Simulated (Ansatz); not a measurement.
Cost and result by functional for the surface energy of the (10-12) surface of hcp Zn in its 1x1 cell, outermost plane spacing 0.57 Å in the ideal cut, in Ansatz (plane waves, PAW). Single points on the PBE structure, on one kind of machine; costs are rough ratios of the slab run's core time (references not counted) to the cheapest single point. r2SCAN's cost holds its higher cutoff (500 against 420 eV). Differences are taken against r2SCAN for comparison alone: no measured value is at hand, so the table doesn't rank accuracy.

Set-up: 14 atoms, 10.8 Å thick at the start; mesh 14x6x1; 0.1 eV smearing; dipole correction on; all atoms relaxed; held to the start's symmetry, so lower structures may exist; no spin, no spin-orbit, no U. These notes are the PBE run's.

```json
[
 {"functional": "LDA", "relative cost": "1", "surface energy (J/m²)": "0.91", "less r2SCAN (J/m²)": "0.11"},
 {"functional": "PBEsol", "relative cost": "1", "surface energy (J/m²)": "0.86", "less r2SCAN (J/m²)": "0.06"},
 {"functional": "RPBE", "relative cost": "1", "surface energy (J/m²)": "0.55", "less r2SCAN (J/m²)": "-0.25"},
 {"functional": "r2SCAN", "relative cost": "2", "surface energy (J/m²)": "0.79", "less r2SCAN (J/m²)": "0.00"},
 {"functional": "PBE (the relaxed run's value)", "relative cost": "–", "surface energy (J/m²)": "0.67", "less r2SCAN (J/m²)": "-0.12"}
]
```

The values span 0.36 J/m², while the single points' costs differ by a factor of roughly 2. Differences are of unrounded values.

Ansatz is an electronic-structure program.
